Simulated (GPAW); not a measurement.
## Cost against accuracy: ecut for BaMg14Cu (Amm2, 16 atoms in the cell)

Cell: a = 10.4926 Å, b = 6.7502 Å, c = 6.7502 Å, α = 55.68°, β = 90.00°, γ = 90.00°.

Method: LDA (Perdew-Wang 92), GPAW PAW datasets LDA (gpaw-data 1.0.1) (plane waves; GPAW).

Base settings: mode = pw; ecut = 800 eV; xc = LDA; kpts = 2 3 3; mesh shift (steps) = 0 0 0; occupations.name = fermi-dirac; occupations.width = 0.1 eV; nbands = -22; convergence.density = 1e-05 e/electron; symmetry.symmorphic = false.

Misses are taken against the tightest run, 1040 eV, which need not be fully converged itself. The energy is the free energy per atom.

The count of work is k-points × plane waves × bands × iterations; it is no time, and leaves out set-up, grids and terms that scale otherwise. Core times come from one kind of shared machine and are given to one figure; runs under 30 s give none.

The starting cell comes from a database of computed structures (which also holds hypothetical and non-ambient phases and stackings), without a prior relaxation at this level. Its lattice was rescaled by a random factor within 2.5 % of one. Spin polarisation is off. Without a gap this mesh is coarse (it stands for a supercell whose shortest vector is 19 Å).

```csv
ecut,energy less reference (meV/atom),pressure less reference (GPa),count of work / reference,core time / reference (rough)
320 eV,189.32,-2.93,0.18,0.1
400 eV,63.11,-1.75,0.26,0.2
480 eV,15.66,-0.57,0.34,0.2
560 eV,5.02,-0.12,0.44,0.3
640 eV,3.02,-0.05,0.58,0.5
720 eV,1.80,-0.05,0.67,0.5
800 eV,0.83,-0.03,0.68,0.5
920 eV,0.15,-0.01,0.80,0.7
1040 eV,0.00,0.00,1.0,1
```

Coarsest setting among those run that, with all tighter ones, holds the energy within 20 meV/atom of the reference: 480 eV, off by 16 meV/atom; it needs 0.34 of the reference's count of work and about 0.2 of the reference's time.

Coarsest setting among those run that, with all tighter ones, holds the energy within 10 meV/atom of the reference: 560 eV, off by 5.0 meV/atom; it needs 0.44 of the reference's count of work and about 0.3 of the reference's time.

Smallest miss in the energy for at most 0.5 times the reference's count of work: 560 eV, with a miss of 5.0 meV/atom at a count of 0.44.

The step from 320 eV to 800 eV: it takes the miss in the energy from 190 to 0.83 meV/atom, for 3.7 times the count of work and roughly 4 times the time.
